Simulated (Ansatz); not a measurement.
The starting structures come from a database of crystals and need not be the phases stable at ambient conditions.

The decay constant κ of evanescent states in the gap governs leakage through a thin film.

Data:

```
KTcO4
1.0
    5.63458     0.00000     0.00000
    0.00000    12.60861     0.00000
    2.81729     6.30431     2.81729
K Tc O
2 2 8
Direct
  0.00000   0.50000   0.00000
  0.50000   0.25000   0.00000
  0.00000   0.00000   0.00000
  0.50000   0.75000   0.00000
  0.89829   0.70281   0.43990
  0.16181   0.55452   0.23648
  0.10171   0.14271   0.56010
  0.83819   0.79100   0.76352
  0.60171   0.04719   0.56010
  0.33819   0.19548   0.76352
  0.39829   0.60729   0.43990
  0.66181   0.95900   0.23648
```

Space group of this cell: I4_1/a. The cell is taken as given; by PBEsol its mean pressure is 1.5 GPa.

Transport runs along the normal of the first two printed cell vectors, the (100) plane of the conventional cell.

No gap correction and no spin-orbit coupling; mid-gap values are interpolated between computed energies.

### Question
Estimate the band gap and the smallest decay constant κ at mid-gap that PBEsol run with Ansatz (an electronic-structure program) returns for this system.

### Answer
Gap 3.45 eV on a 10×10×10 mesh; κ = 0.558 1/Å, at (0.000, 0.500) of the in-plane reciprocal vectors. At the zone centre, at the nearest computed energy, the slowest state has κ = 0.56 1/Å.
